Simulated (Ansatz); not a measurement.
## ZnCu: response to strain

The parent structure is ZnCu in the CsCl type structure (space group Pm-3m, No. 221; a = 2.908 Å; relaxed with 0.1 eV smearing). Axes: x, y, z lie along the cube axes.

Strains are applied to the cell and any free atomic positions relax.

Level of theory: Ansatz (a program for electronic structure) PBEsol, without spin-orbit coupling.

Notes on the quantities. energy relative to the base: free energy F; pressure: mean of the normal stresses, compression positive.

```csv
case,energy relative to the base,pressure,shortest interatomic distance
base,0 meV/atom,0.0 GPa,2.519 Å
uniaxial strain ε_zz = −3.00 %,+5.2 meV/atom,4.5 GPa,2.494 Å
uniaxial strain ε_zz = −2.00 %,+2.2 meV/atom,2.9 GPa,2.502 Å
uniaxial strain ε_zz = −1.00 %,+0.5 meV/atom,1.4 GPa,2.510 Å
uniaxial strain ε_zz = −0.50 %,+0.1 meV/atom,0.7 GPa,2.515 Å
uniaxial strain ε_zz = +0.50 %,+0.1 meV/atom,-0.7 GPa,2.523 Å
uniaxial strain ε_zz = +1.00 %,+0.5 meV/atom,-1.3 GPa,2.527 Å
uniaxial strain ε_zz = +1.50 %,+1.1 meV/atom,-2.0 GPa,2.531 Å
uniaxial strain ε_zz = +2.50 %,+3.1 meV/atom,-3.2 GPa,2.540 Å
uniaxial strain ε_zz = +3.00 %,___,___,___
```

Q: Some entries are withheld; estimate them.

A: 
- uniaxial strain ε_zz = +3.00 %, energy relative to the base: +4.4 meV/atom
- uniaxial strain ε_zz = +3.00 %, pressure: -3.7 GPa
- uniaxial strain ε_zz = +3.00 %, shortest interatomic distance: 2.544 Å

Whether these cells are dynamically stable was not tested. The final runs are not spin-polarised.
